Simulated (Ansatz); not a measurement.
Start from CuI in the zinc blende structure (space group F-43m, No. 216).

```
CuI
1.0
    0.00000     3.01141     3.01141
    3.01141     0.00000     3.01141
    3.01141     3.01141     0.00000
Cu I
1 1
Direct
  0.00000   0.00000   0.00000
  0.25000   0.25000   0.25000
```

Cartesian axes are those of the cell as printed.

Calculations: r2SCAN (Ansatz, a first-principles code), no SOC.

One thing is altered: the cell is scaled by 0.9700 in all directions, atoms relaxed at fixed cell.

Problem. Predict the stress tensor and what it implies for the stiffness.

Solution. Stress of the strained cell less that of the base (GPa, compression positive):
```
   5.07    0.00    0.00
   0.00    5.07    0.00
   0.00    0.00    5.07
```

Then B = −ΔP/(ΔV/V₀) with ΔV/V₀ = -0.0873 gives secant stiffness values (nonlinear terms included at this strain): B ≈ 58 GPa.

As a check, the harmonic strain energy −½ V₀ Δσ:ε is 39 meV/atom; the computed energy rise is 34 meV/atom.

Stability against distortions was not tested. The final runs are not spin-polarised.
